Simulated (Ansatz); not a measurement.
Base system: CaF$_{2}$ in the fluorite structure (space group Fm-3m, No. 225; a = 5.4205 Å). Axes: x, y, z lie along the cube axes.

Structures relaxed with PBEsol, PAW, 420 eV (Ansatz, a program for electronic structure; spin-orbit coupling left out).

Base:

Simulated powder pattern, Cu Kα1, λ = 1.54056 Å (kinematic, ideal powder, no thermal factors, no anomalous dispersion; the 8 strongest lines at most, above 2 %, up to 2θ = 90°):

| 2θ (°) | I/Imax (%) | hkl |
|---|---|---|
| 28.50 | 84 | (111) |
| 47.40 | 100 | (220) |
| 56.24 | 31 | (311) |
| 69.28 | 13 | (400) |
| 76.55 | 11 | (331) |
| 88.24 | 24 | (422) |

After one change:

Simulated powder pattern, Cu Kα1, λ = 1.54056 Å (kinematic, ideal powder, no thermal factors, no anomalous dispersion; the 8 strongest lines at most, above 2 %, up to 2θ = 90°):

```
2θ (°)  I/Imax (%)
------  ----------
28.70          100
47.56           80
48.14           38
55.98           13
57.01           24
70.45          9.6
88.17          9.6
89.46           19
```

### Question
Which of these changes matches the shifts?
A. biaxial strain −1.45 %, plane normal [001], relaxed out of plane
B. biaxial strain +0.62 %, plane normal [001], relaxed out of plane
C. uniaxial stress, 1 GPa tension along x
D. biaxial strain +2.25 %, plane normal [001], relaxed out of plane

### Answer
A, biaxial strain −1.45 %, plane normal [001], relaxed out of plane. Its volume per atom is 13.00 Å³ against 13.27 Å³, and its space group is I4/mmm (No. 139).

Stability under load was not tested beyond the relaxation.
